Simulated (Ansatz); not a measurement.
Consider HfS2 in the CdI2 type structure (space group P-3m1, No. 164; layered, stacked along the Cartesian z axis).

```yaml
crystal:
  lattice:
    - [3.54747, 0.00000, 0.00000]
    - [-1.77373, 3.07220, 0.00000]
    - [0.00000, 0.00000, 5.57685]
  atoms:
    - { symbol: Hf, position: [0.00000, 0.00000, 0.00000] }
    - { symbol: S, position: [0.66667, 0.33333, 0.26190] }
    - { symbol: S, position: [0.33333, 0.66667, 0.73810] }
```

Cartesian axes are those of the cell as printed.

The values are results of PBEsol-D3(BJ) (Ansatz, a program for electronic structure), spin-orbit coupling left out, not measurements.

Strains are applied to the cell and any free atomic positions relax.

One change was made to it. Results:

The smallest direct gap rises by 0.06 eV, from 1.50 eV to 1.56 eV; the pressure (mean of the normal stresses, compression positive) decreases by 0.39 GPa, from 0.01 GPa to -0.38 GPa; the valence-band top at Γ (three highest levels, from the VBM) goes from 0.00, -0.29, -0.29 eV to 0.00, -0.18, -0.18 eV; the energy increases by 0.9 meV/atom.

**Question.** Which change produced these results?
A. uniaxial strain ε_zz = +1.50 %
B. uniaxial strain ε_zz = −0.50 %
C. uniaxial strain ε_zz = −2.50 %
D. uniaxial strain ε_zz = +0.50 %

**Answer.** A, uniaxial strain ε_zz = +1.50 %. For comparison, the valence-band top at Γ in the other runs: uniaxial strain ε_zz = −0.50 % gives 0.00, -0.32, -0.32 eV; uniaxial strain ε_zz = +0.50 % gives 0.00, -0.25, -0.25 eV; uniaxial strain ε_zz = −2.50 % gives 0.00, -0.47, -0.47 eV.

With Hf present, leaving out spin-orbit coupling can change the band edges. Whether these cells are dynamically stable was not tested. The zero or small gap of HfS2 under uniaxial strain ε_zz = −2.50 % can change with the level of theory.
